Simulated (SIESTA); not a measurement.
Input and output of a relaxation of cell and atoms for Si (Fd-3m, 2 atoms in the cell) (SIESTA).

Level of theory: GGA PBE, numerical atomic orbitals TZP, PseudoDojo PBE standard norm-conserving potentials (rewritten from UPF to PSML) in SIESTA 5.4.2.

```
Si
1.0
    0.00000     2.71550     2.71550
    2.71550     0.00000     2.71550
    2.71550     2.71550     0.00000
Si
2
Direct
  0.00000   0.00000   0.00000
  0.25000   0.25000   0.25000
```

Reference input (self-consistent single point, DFT, GGA PBE, numerical atomic orbitals TZP, PseudoDojo PBE standard norm-conserving potentials (rewritten from UPF to PSML)): XC.functional = GGA; XC.authors = PBE; potentials = PseudoDojo PBE standard; PAO.BasisSize = TZP; PAO.EnergyShift = 0.01 Ry; MeshCutoff = 350 Ry; kgrid.MonkhorstPack = 7 7 7; OccupationFunction = FD; ElectronicTemperature = 116.05 K; MaxSCFIterations = 150; SCF.Mixer.Method = Pulay; SCF.Mixer.Weight = 0.2. This run's input differs from it in these lines:

```diff
@@ -40,2 +40,7 @@
 Diag.ParallelOverK           true
+MD.TypeOfRun                 FIRE
+MD.Steps                     40
+MD.MaxForceTol               0.02 eV/Ang
+MD.VariableCell              true
+MD.MaxStressTol              0.05 GPa
 WriteForces                  true
```

Output (repeated stretches shortened):

```
        iscf     Eharris(eV)        E_KS(eV)     FreeEng(eV)     dDmax    Ef(eV) dHmax(eV)
   scf:    1     -229.507048     -230.052604     -230.052604  1.794012 -4.486993  0.342023
   scf:    2     -230.057902     -230.055286     -230.055286  0.005352 -4.441293  0.259874
   scf:    3     -230.061850     -230.058895     -230.058895  0.017326 -4.161260  0.001698
   scf:    4     -230.058908     -230.058902     -230.058902  0.001254 -4.169072  0.000772
   scf:    5     -230.058903     -230.058902     -230.058902  0.000281 -4.167021  0.000032
   scf:    6     -230.058902     -230.058902     -230.058902  0.000022 -4.166920  0.000004
mix: Pulay -- inversion failed, > SVD [rank/size] 4 / 5
   scf:    7     -230.058902     -230.058902     -230.058902  0.000000 -4.166921  0.000002
SCF Convergence by DM+H criterion
max |DM_out - DM_in|         :     0.0000000878
max |H_out - H_in|      (eV) :     0.0000024046
SCF cycle converged after 7 iterations

Using DM_out to compute the final energy and forces

siesta: E_KS(eV) =             -230.0589

siesta: E_KS - E_eggbox =      -230.0589

siesta: Atomic forces (eV/Ang):
     1   -0.000008   -0.000008   -0.000008
     2    0.000008    0.000008    0.000008
   Tot   -0.000000   -0.000000   -0.000000
   Max    0.000008
   Res    0.000008    sqrt( Sum f_i^2 / 3N )
   Max    0.000008    constrained

Stress tensor Voigt[x,y,z,yz,xz,xy] (kbar):      -27.65      -27.65      -27.65       -0.00       -0.00       -0.00
(Free)E + p*V (eV/cell)     -229.3678
Target enthalpy (eV/cell)     -230.0589

siesta: Stress tensor (static) (eV/Ang**3):
   [... lines left out ...]
siesta: Pressure (static):         27.65005509  kBar
siesta: Pressure (total):         27.65005509  kBar
No target stress found, assuming hydrostatic MD.TargetPressure.
Target stress (kBar)
outcell: Cell volume (Ang**3)        :     41.2583
        iscf     Eharris(eV)        E_KS(eV)     FreeEng(eV)     dDmax    Ef(eV) dHmax(eV)
siesta: Pressure (static):         -0.45544450  kBar
siesta: Pressure (total):         -0.45544450  kBar
outcell: Cell volume (Ang**3)        :     41.2583
siesta: FreeEng =      -230.068629
   [... lines left out ...]
siesta:     0.000284   -0.000000   -0.000000
siesta:    -0.000000    0.000284   -0.000000
siesta:    -0.000000   -0.000000    0.000284

siesta: Cell volume =         41.258250 Ang**3

siesta: Pressure (static):
siesta:                Solid            Molecule  Units
siesta:          -0.00000310         -0.00000310  Ry/Bohr**3
siesta:          -0.00028427         -0.00028474  eV/Ang**3
siesta:          -0.45544450         -0.45620208  kBar
```

The run converged. 

Summary of the result:
* **Free energy E − TS**: -230.0686 eV
* **Top of the valence band (on the code's own zero)**: -4.48 eV
* **Gap on the k-point mesh**: 0.59 eV
* **Pressure**: -0.05 GPa
* **Final cell**: a = b = c = 3.8786 Å, α = β = γ = 60.00°
* **Final volume per atom**: 20.63 Å³
* **Relaxation steps**: 18

The starting cell has typed, rounded lattice constants, without a prior relaxation at this level. Values carry the incompleteness of an atom-centred basis.

Cost on one core of a shared machine: roughly 2 min.
